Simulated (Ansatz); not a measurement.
Results of r²SCAN+rVV10 (Ansatz, a quantum-chemistry and plane-wave program, plane waves, PAW) for LaN (P6₃mc, No. 186, 4 atoms in the cell; start mp-567290; a measured phase of this formula has another space group).

Settings: plane-wave cutoff 560 eV, 12×12×6 k mesh (along the axes of the cell as run), Fermi–Dirac smearing 0.01 eV, scalar-relativistic PAW data made under PBE.

Cell (relaxed at this level):

LaN has the hexagonal space group P6₃mc (No. 186), Pearson symbol hP4. Lattice parameters: a = b = 4.1664 Å, c = 5.7586 Å, α = β = 90.00°, γ = 120.00°. La on 2b sees 4 N at 2.441–2.465 Å and 1 N at 3.294 Å (trigonal bipyramidal). N on 2b sees 4 La at 2.441–2.465 Å and 1 La at 3.294 Å (trigonal bipyramidal). (Neighbours: up to the widest gap in distance over summed covalent radii, below 1.35, at either atom; cation-cation and far metal-metal contacts left out.)

Task: Give the computed band gap, smallest direct gap on the k points sampled and direct gap at Γ.

Result: 
band gap: 1.40 eV
smallest direct gap on the k points sampled: 1.64 eV
direct gap at Γ: 1.80 eV

Spin–orbit coupling is not included.

Computed values are for the static lattice.

It cost about 50 core-seconds (a rough figure) of CPU time.

A start named mp-… is a Materials Project structure, which need not be a measured phase.
